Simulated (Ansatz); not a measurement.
System: WO3 (P2₁/c, No. 14). Method: PBEsol (PAW; Ansatz, a first-principles code).

Numerical settings: plane-wave cutoff 520 eV, 6×6×6 k mesh, Fermi–Dirac smearing 0.01 eV, no spin polarisation, scalar-relativistic PAW data made under PBE.

Cell (relaxed at this level):

```yaml
crystal:
  lattice:
    - [7.59555, 0.00000, 0.04474]
    - [0.00000, 7.44383, 0.00000]
    - [-0.10952, 0.00000, 7.74031]
  atoms:
    - { symbol: W, position: [0.47498, 0.24660, 0.22119] }
    - { symbol: W, position: [0.52502, 0.75340, 0.77881] }
    - { symbol: W, position: [0.52502, 0.74660, 0.27881] }
    - { symbol: W, position: [0.47498, 0.25340, 0.72119] }
    - { symbol: W, position: [0.97651, 0.24232, 0.27941] }
    - { symbol: W, position: [0.02349, 0.75768, 0.72059] }
    - { symbol: W, position: [0.02349, 0.74232, 0.22059] }
    - { symbol: W, position: [0.97651, 0.25768, 0.77941] }
    - { symbol: O, position: [0.99039, 0.22547, 0.00577] }
    - { symbol: O, position: [0.00961, 0.77453, 0.99423] }
    - { symbol: O, position: [0.00961, 0.72547, 0.49423] }
    - { symbol: O, position: [0.99039, 0.27453, 0.50577] }
    - { symbol: O, position: [0.48979, 0.22780, 0.49433] }
    - { symbol: O, position: [0.51021, 0.77220, 0.50567] }
    - { symbol: O, position: [0.51021, 0.72780, 0.00567] }
    - { symbol: O, position: [0.48979, 0.27220, 0.99433] }
    - { symbol: O, position: [0.02176, 0.99893, 0.27467] }
    - { symbol: O, position: [0.97824, 0.00107, 0.72533] }
    - { symbol: O, position: [0.97824, 0.49893, 0.22533] }
    - { symbol: O, position: [0.02176, 0.50107, 0.77467] }
    - { symbol: O, position: [0.52293, 0.49813, 0.27205] }
    - { symbol: O, position: [0.47707, 0.50187, 0.72795] }
    - { symbol: O, position: [0.47707, 0.99813, 0.22795] }
    - { symbol: O, position: [0.52293, 0.00187, 0.77205] }
    - { symbol: O, position: [0.25848, 0.72779, 0.24699] }
    - { symbol: O, position: [0.74152, 0.27221, 0.75301] }
    - { symbol: O, position: [0.74152, 0.22779, 0.25301] }
    - { symbol: O, position: [0.25848, 0.77221, 0.74699] }
    - { symbol: O, position: [0.75866, 0.77361, 0.25259] }
    - { symbol: O, position: [0.24134, 0.22639, 0.74741] }
    - { symbol: O, position: [0.24134, 0.27361, 0.24741] }
    - { symbol: O, position: [0.75866, 0.72639, 0.75259] }
```

Task: Estimate the band gap that the calculation returns.

Result: 
- band gap = 1.46 eV

Spin–orbit coupling is not included.

Computing time: around 6 core-minutes (rough).
